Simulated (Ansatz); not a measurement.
Base system: W in the fcc (Cu type) structure (space group Fm-3m, No. 225).

```cif
data_W
_chemical_formula_sum 'W1'
_space_group_name_H-M_alt 'P 1'
_space_group_IT_number 1
_cell_length_a 2.82673
_cell_length_b 2.82673
_cell_length_c 2.82673
_cell_angle_alpha 60.000
_cell_angle_beta 60.000
_cell_angle_gamma 60.000
loop_
_space_group_symop_operation_xyz
  'x, y, z'
loop_
_atom_site_label
_atom_site_type_symbol
_atom_site_fract_x
_atom_site_fract_y
_atom_site_fract_z
_atom_site_occupancy
W1 W 0.00000 0.00000 0.00000 1
```

Levels (all Ansatz, a program for electronic structure, PAW): PBEsol (420 eV, without spin-orbit coupling); PBEsol+SOC (420 eV, spin-orbit coupling included).

The geometry is relaxed with PBEsol.

```
Item              Result
---------------  -------
PBEsol pressure  0.0 GPa
```

With PBEsol+SOC at the same geometry, the pressure goes from zero to 1.0 GPa.

Single points use the geometry relaxed with PBEsol. The spin-orbit shifts are approximate. Stability against distortions was not tested. The runs without spin-orbit coupling are not spin-polarised. This is not the structure that W has at room temperature and ambient pressure.
